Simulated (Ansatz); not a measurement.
Base system: GaCuSe2 in the chalcopyrite structure (space group I-42d, No. 122).

```
GaCuSe2
1.0
   -2.80390     2.80390     5.54824
    2.80390    -2.80390     5.54824
    2.80390     2.80390    -5.54824
Cu Ga Se
2 2 4
Direct
  0.75000   0.25000   0.50000
  0.00000   0.00000   0.00000
  0.25000   0.75000   0.50000
  0.50000   0.50000   0.00000
  0.12136   0.12500   0.49636
  0.62864   0.62500   0.50364
  0.37500   0.87864   0.00364
  0.87500   0.37136   0.99636
```

Cartesian axes are those of the cell as printed.

Calculations: plane-wave PAW DFT at the r2SCAN level (Ansatz, a quantum-chemistry and plane-wave program, 500 eV), no spin-orbit coupling, earlier PAW set.

Base values:

| Property | Result |
|---|---|
| Shortest interatomic distance | 2.408 Å |
| Band gap | 0.57 eV |

One thing is altered: compressive biaxial strain of 0.62 % in the plane normal to [001], as in epitaxy on a mismatched substrate; the out-of-plane cell vector and the atoms relax.

Q: How does this affect the shortest interatomic distance, band gap and out-of-plane strain?

A: The shortest interatomic distance shrinks by 0.006 Å (2.408 Å → 2.402 Å); the band gap goes up by 0.03 eV, from 0.57 eV to 0.60 eV; the out-of-plane strain is +0.72 %.

Whether these cells are dynamically stable was not tested. The final runs are not spin-polarised.
